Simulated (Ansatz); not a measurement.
# AlN (Fm-3m, No. 225, 2 atoms in the cell; start mp-1330; high-pressure phase)

The numbers are results of HSE06 in Ansatz (PAW), not measurements.

Run with plane-wave cutoff 520 eV, 12×12×12 k mesh, finite displacements, scalar-relativistic PAW data made under PBE.

Cell (relaxed at this level):

```cif
data_AlN
_chemical_formula_sum 'Al1 N1'
_space_group_name_H-M_alt 'P 1'
_space_group_IT_number 1
_cell_length_a 2.84982
_cell_length_b 2.84982
_cell_length_c 2.84982
_cell_angle_alpha 60.000
_cell_angle_beta 60.000
_cell_angle_gamma 60.000
loop_
_space_group_symop_operation_xyz
  'x, y, z'
loop_
_atom_site_label
_atom_site_type_symbol
_atom_site_fract_x
_atom_site_fract_y
_atom_site_fract_z
_atom_site_occupancy
Al1 Al 0.50000 0.50000 0.50000 1
N1 N 0.00000 0.00000 0.00000 1
```

For AlN (Fm-3m, No. 225, 2 atoms in the cell; start mp-1330; high-pressure phase), the TO(Γ) frequency is 473 cm⁻¹.

Note: the relaxation could not lower the start's symmetry, so the cell can be a saddle point above a distorted one.

Cost on a shared machine: very roughly 17 core-minutes.

A start named mp-… is a Materials Project structure, which need not be a measured phase.

Ansatz is a quantum-chemistry and plane-wave program.
